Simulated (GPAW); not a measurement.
## Input and output of a self-consistent single point for AgI (F-43m, 2 atoms in the cell) (GPAW)

Method: LDA (Perdew-Wang 92), GPAW PAW datasets LDA (gpaw-data 1.0.1) (plane waves; GPAW).

Input:

```python
from ase import Atoms
from ase.units import GPa
from gpaw import GPAW

atoms = Atoms(['Ag', 'I'],
              cell=[[0.000000, 3.266250, 3.266250],
                    [3.266250, 0.000000, 3.266250],
                    [3.266250, 3.266250, 0.000000]],
              scaled_positions=[[0.000000, 0.000000, 0.000000],
                                [0.250000, 0.250000, 0.250000]],
              pbc=True)

calc = GPAW(mode={'name': 'pw', 'ecut': 550},
            xc='LDA',
            kpts=(5, 5, 5),
            occupations={'name': 'fermi-dirac', 'width': 0.05},
            nbands=-8,
            convergence={'bands': -6},
            symmetry={'symmorphic': False, 'tolerance': 0.0005},
            maxiter=120,
            txt='-')

atoms.calc = calc

energy = atoms.get_potential_energy()
print('Energy (eV):', round(energy, 6))
forces = atoms.get_forces()
print('Forces (eV/Ang):')
print(forces.round(5))
stress = atoms.get_stress()
print('Stress (GPa, Voigt):', (stress / GPa).round(4))
```

Output, abridged:

```
Input parameters:
  convergence: {bands: -6}
  kpts: [5 5 5]
  maxiter: 120
  mode: {ecut: 550,
         name: pw}
  nbands: -8
  occupations: {name: fermi-dirac,
                width: 0.05}
  symmetry: {symmorphic: False,
             tolerance: 0.0005}

species:
  Ag:
    name: Silver
    Z: 47.0
    valence: 17
    core: 30
    charge: 0.0
    file: Ag.LDA.gz

    # Using partial waves for Ag as LCAO basis

  I:
    name: Iodine
    Z: 53.0
    valence: 7
    core: 46
    charge: 0.0
    file: I.LDA.gz

    # Using partial waves for I as LCAO basis

Reference energy: -337848.017482  # eV

Spin-paired calculation

Convergence criteria:
 Maximum [total energy] change in last 3 cyles: 0.0005 eV / valence electron
 Maximum integral of absolute [dens]ity change: 0.0001 electrons / valence electron
 Maximum integral of absolute [eigenst]ate change: 4e-08 eV^2 / valence electron
 Maximum number of scf [iter]ations: 120

Symmetries present (total): 24
Symmetries with fractional translations: 0
125 k-points: 5 x 5 x 5 Monkhorst-Pack grid
10 k-points in the irreducible part of the Brillouin zone
       k-points in crystal coordinates                weights
   0:     0.00000000    0.00000000    0.00000000          1/125
   1:     0.20000000    0.20000000    0.00000000          6/125
   2:     0.20000000    0.20000000    0.20000000          8/125
   [... 7 lines left out ...]

Wave functions: Plane wave expansion
  Cutoff energy: 550.000 eV
  Number of coefficients (min, max): 2027, 2085
  Pulay-stress correction: 0.000000 eV/Ang^3 (de/decut=0.000000)

Occupation numbers: Fermi-Dirac:
  width: 0.0500  # eV

Eigensolver

Densities:
  Coarse grid: 25*25*25 grid
  Fine grid: 50*50*50 grid
  Total Charge: 0.000000

Density mixing:
  Method: separate
  Backend: pulay
  Linear mixing parameter: 0.05
  old densities: 5
  Damping of long wavelength oscillations: 50

Hamiltonian:
  XC and Coulomb potentials evaluated on a 50*50*50 grid
  External potential:
    NoExternalPotential

Number of atoms: 2
Number of atomic orbitals: 16
Number of bands in calculation: 20
Number of valence electrons: 24
Bands to converge: 14

Density initialized from atomic densities
  16 bands from LCAO basis set
  4 bands from random numbers

Atomic positions and initial magnetic moments

Positions:
   0 Ag     0.000000    0.000000    0.000000    ( 0.0000,  0.0000,  0.0000)
   1 I      1.633125    1.633125    1.633125    ( 0.0000,  0.0000,  0.0000)

Unit cell:
           periodic     x           y           z      points  spacing
  1. axis:    yes    0.000000    3.266250    3.266250    25     0.1509
  2. axis:    yes    3.266250    0.000000    3.266250    25     0.1509
  3. axis:    yes    3.266250    3.266250    0.000000    25     0.1509

  Lengths:   4.619175   4.619175   4.619175
  Angles:   60.000000  60.000000  60.000000

Effective grid spacing dv^(1/3) = 0.1646

     iter     time        total  log10-change:
                         energy   eigst   dens
iter:   1 --:--:--    -6.246756   +0.06
iter:   2 --:--:--    -6.228533   -1.75  -1.69
iter:   3 --:--:--    -6.254960   -1.77  -1.71
iter:   4 --:--:--    -6.253235   -3.54  -1.99
iter:   5 --:--:--    -6.160175   -2.36  -1.99
iter:   6 --:--:--    -6.160038   -4.33  -3.12
iter:   7 --:--:--    -6.160030c  -5.37  -3.22
iter:   8 --:--:--    -6.160043c  -5.34  -3.11
iter:   9 --:--:--    -6.160037c  -5.85  -3.89
iter:  10 --:--:--    -6.160037c  -7.15  -4.01c
iter:  11 --:--:--    -6.160036c  -6.53  -4.03c
iter:  12 --:--:--    -6.160035c  -7.05  -4.36c
iter:  13 --:--:--    -6.160035c  -7.60c -4.54c

Converged after 13 iterations.

Dipole moment: (-4.752584, -4.752584, -4.752584) |e|*Ang

Energy contributions relative to reference atoms: (reference = -337848.017482)

Kinetic:         +3.221531
Potential:       -3.862124
External:        +0.000000
XC:              -5.561590
Entropy (-ST):   -0.000001
Local:           +0.042148
SIC:             +0.000000
--------------------------
Free energy:     -6.160036
Extrapolated:    -6.160035

Showing only first 2 kpts
 Kpt  Band  Eigenvalues  Occupancy
  0    10      2.53353    1.99997
  0    11      2.53353    1.99997
  0    12      3.58765    0.00009
  0    13      8.20394    0.00000

  1    10      1.89838    2.00000
  1    11      1.89838    2.00000
  1    12      5.24942    0.00000
  1    13      7.02823    0.00000

Fermi level: 3.08893

Gap: 1.054 eV
Transition (v -> c):
  (s=0, k=0, n=11, [0.00, 0.00, 0.00]) -> (s=0, k=0, n=12, [0.00, 0.00, 0.00])
No difference between direct/indirect transitions
Energy (eV): -6.160035

Forces in eV/Ang:
  0 Ag    0.00000   -0.00000   -0.00000
  1 I     0.00000   -0.00000    0.00000

Stress tensor:
     0.015756     0.000000     0.000000
     0.000000     0.015756     0.000000
     0.000000     0.000000     0.015756
Stress (GPa, Voigt): [2.5244 2.5244 2.5244 0.     0.     0.    ]
```

The run converged in 13 iterations. GPAW prints stress with tension positive.

The starting cell has typed, rounded lattice constants, without a prior relaxation at this level. Its lattice was rescaled by up to half a per cent. Spin-orbit coupling is off.
